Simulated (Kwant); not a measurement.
Model system: GaN/Al0.2Ga0.8N stack with 2 barriers. One parabolic valley. Leads of mass 0.2 mₑ with the band edge at 0; grid 0.1 nm; bias 0.1 V, dropping linearly over the stack.

```json
[
 {"layer": "1", "thickness (nm)": "2", "band offset (eV)": "0.35", "mass (mₑ)": "0.22"},
 {"layer": "2", "thickness (nm)": "5", "band offset (eV)": "0", "mass (mₑ)": "0.2"},
 {"layer": "3", "thickness (nm)": "2", "band offset (eV)": "0.35", "mass (mₑ)": "0.22"}
]
```

Constants are typed, rounded textbook-type inputs, not results; the design itself was drawn at random and stands for no fabricated device.

Computed with Kwant: one-band effective-mass tight-binding model in one dimension, coherent, no space charge.

```
E (eV)          A        B        C
--------  -------  -------  -------
0.001750   7.2e-5   4.8e-6  0.00013
0.02802    8.6e-5   1.0e-5  0.00019
0.05429   0.00019   2.8e-5  0.00045
0.08057   0.00082  0.00015   0.0022
0.1068      0.015   0.0058    0.084
0.1331      0.018   0.0022    0.023
0.1594     0.0053  0.00095   0.0097
0.1857     0.0048   0.0011    0.010
0.2119     0.0071   0.0019    0.017
0.2382      0.015   0.0052    0.041
0.2645      0.050    0.023     0.16
0.2907       0.34     0.32     0.95
0.3170       0.59     0.20     0.46
0.3433       0.20    0.091     0.25
0.3696       0.14    0.089     0.22
0.3958       0.15     0.13     0.26
0.4221       0.20     0.25     0.36
0.4484       0.31     0.53     0.56
```

Question: Column A is the base. The others each differ by one change: height of the first barrier 0.35 → 0.28 eV; thickness of the first barrier 2 → 2.8 nm. Which is which?

Answer: B: thickness of the first barrier 2 → 2.8 nm; C: height of the first barrier 0.35 → 0.28 eV.
